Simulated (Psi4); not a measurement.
Psi4 1.11, B3LYP/def2-svp: Ge(Me)3(OH) ([CH3][Ge]([CH3])([CH3])[OH]), 15 atoms. The geometry is a generated start, not checked to be a minimum at this level.

```yaml
task: energy
method: b3lyp
basis: def2-svp
memory: 3 GB
maxiter: 100
keys_of_the_molecule_block: symmetry c1
scf_type: df (default)
diis_max_vecs: 10 (default)
e_convergence: 1e-06 (default)
d_convergence: 1e-06 (default)
dft_radial_points: 75 (default)
dft_spherical_points: 302 (default)
basis_functions: 138
grid_points: 320951
```

```xyz
15

C      0.2648     1.5983    -1.0479
Ge    -0.1726     0.0606     0.1610
C     -1.2633    -1.3367    -0.7182
C      1.4602    -0.6830     1.0472
O     -1.2672     0.6496     1.4238
H      0.0246     1.3450    -2.0778
H      1.3210     1.8499    -0.9991
H     -0.3120     2.4761    -0.7725
H     -1.6433    -2.0278     0.0276
H     -0.6704    -1.8953    -1.4383
H     -2.1095    -0.8922    -1.2343
H      1.5007    -1.7597     0.9111
H      2.3629    -0.2588     0.6193
H      1.4466    -0.4769     2.1131
H     -0.9425     1.3510     1.9850
```

With the defaults (diis = true, scf_initial_accelerator = adiis, damping_percentage = 0, guess = auto, which took SAD, level_shift = 0, level_shift_cutoff = 0.01, soscf = false, soscf_start_convergence = 0.01) it converges in 8 SCF iterations. One run each on 2 threads, with these changes:
- scf_initial_accelerator = ediis
- guess = modhuckel
- damping_percentage = 60
- guess = core
- level_shift = 0.1, level_shift_cutoff = 0.001
- soscf = true, soscf_start_convergence = 0.1
- guess = sapgau
- guess = gwh
- diis = false, scf_initial_accelerator = none, damping_percentage = 60

Task: Name the settings that don't reach the solution of the defaults.

Result: No convergence: diis = false, scf_initial_accelerator = none, damping_percentage = 60 (the run ends without SCF convergence in 100 iterations). The rest reach the solution of the defaults.

```
setting                                                                SCF iterations  JK calls             end
---------------------------------------------------------------------  --------------  --------  --------------
soscf = true, soscf_start_convergence = 0.1                                         6        22   same solution
the defaults                                                                        8         9   same solution
scf_initial_accelerator = ediis                                                     8         9   same solution
guess = modhuckel                                                                   9        33   same solution
level_shift = 0.1, level_shift_cutoff = 0.001                                       9        10   same solution
guess = sapgau                                                                      9         9   same solution
guess = core                                                                       13        13   same solution
guess = gwh                                                                        14        14   same solution
damping_percentage = 60                                                            77        78   same solution
diis = false, scf_initial_accelerator = none, damping_percentage = 60             100       101  no convergence
```

An SOSCF iteration holds several JK calls; a Hückel guess adds calls on atoms.
